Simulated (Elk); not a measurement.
Worked example: self-consistent single point of NiN (P6_3mc, 4 atoms in the cell) in Elk.

Level of theory: PBEsol+U, all-electron FP-LAPW, Elk's shipped species files, default APW+lo basis (Elk 10.2.4).

```xyz
4
Lattice="3.0335 0.0000 0.0000 -1.5167 2.6271 0.0000 0.0000 0.0000 5.0705" Properties=species:S:1:pos:R:3 pbc="T T T"
Ni     0.0000     1.7514     1.8915
Ni     1.5167     0.8757     4.4268
N      0.0000     1.7514     0.0099
N      1.5167     0.8757     2.5452
```

Reference input (self-consistent single point, DFT, PBEsol, all-electron FP-LAPW, Elk's shipped species files, default APW+lo basis): xctype = 22; swidth = 0.00367493 Ha; ngridk = 16 16 9; maxscl = 100. This run's input differs from it in these lines:

```diff
@@ -11,2 +11,6 @@
   100
+
+dft+u
+  1 1
+  1 2  0.183747  0.000000
```

Output, abridged:

```
│ Self-consistent loop started │
│ Loop number : 1 │
 total energy                :     -3144.04522992
│ Loop number : 2 │
 total energy                :     -3154.29360211
RMS change in Kohn-Sham potential (target) :    1.999399019     (  0.1000000000E-05)
Absolute change in total energy (target)   :    10.24837219     (  0.1000000000E-03)
│ Loop number : 3 │
 total energy                :     -3153.41440517
RMS change in Kohn-Sham potential (target) :    1.993203944     (  0.1000000000E-05)
Absolute change in total energy (target)   :    1.682896101     (  0.1000000000E-03)
│ Loop number : 4 │
   [... lines left out ...]
Absolute change in total energy (target)   :   0.3007535570E-03 (  0.1000000000E-03)
│ Loop number : 27 │
 total energy                :     -3148.52630605
RMS change in Kohn-Sham potential (target) :   0.1794309278E-05 (  0.1000000000E-05)
Absolute change in total energy (target)   :   0.9803981993E-04 (  0.1000000000E-03)
│ Loop number : 28 │
 total energy                :     -3148.52624361
RMS change in Kohn-Sham potential (target) :   0.7057797452E-06 (  0.1000000000E-05)
Absolute change in total energy (target)   :   0.8694782809E-04 (  0.1000000000E-03)
Convergence targets achieved

│ Loop number : 29 │

Energies :
 Fermi                       :     0.251630664015
 DFT+U                       :     0.573033789508
 total energy                :     -3148.52620700

Density of states at Fermi energy :    80.04943049
 (states/Hartree/unit cell)

Estimated indirect band gap :   0.7556537440E-03
 from k-point    135 to k-point    186
Estimated direct band gap   :   0.6391485628E-02
 at k-point    138

Charges :
 core                        :    28.00000000
 valence                     :    42.00000000
 interstitial                :    6.148822670
 muffin-tins (core leakage)
  species :    1 (Ni)
   atom    1                 :    26.42924866     (  0.2534217097E-02)
   atom    2                 :    26.42924866     (  0.2534217097E-02)
  species :    2 (N)
   atom    1                 :    5.496340009     (  0.4745060222E-05)
   atom    2                 :    5.496340009     (  0.4745060222E-05)
 total in muffin-tins        :    63.85117733
 total calculated charge     :    69.98973373
 total charge                :    70.00000000
 error                       :   0.1026626729E-01

│ Self-consistent loop stopped │
```

The run converged in 29 iterations. The count includes the last loop, which Elk runs after its targets are met. 

The starting cell comes from a database of computed structures (which also holds hypothetical and non-ambient phases and stackings), without a prior relaxation at this level. Spin polarisation is off, so a magnetic state, if there is one, cannot be reached. The U value is a test value, and with U on an open shell several self-consistent states can exist. Values depend on the basis (sphere radii, cutoffs, local orbitals), which need not be converged. The log's line on a gap gives a spacing of levels on this mesh, which the program prints for metals too.

Cost on one core of a shared machine: roughly 6 min.
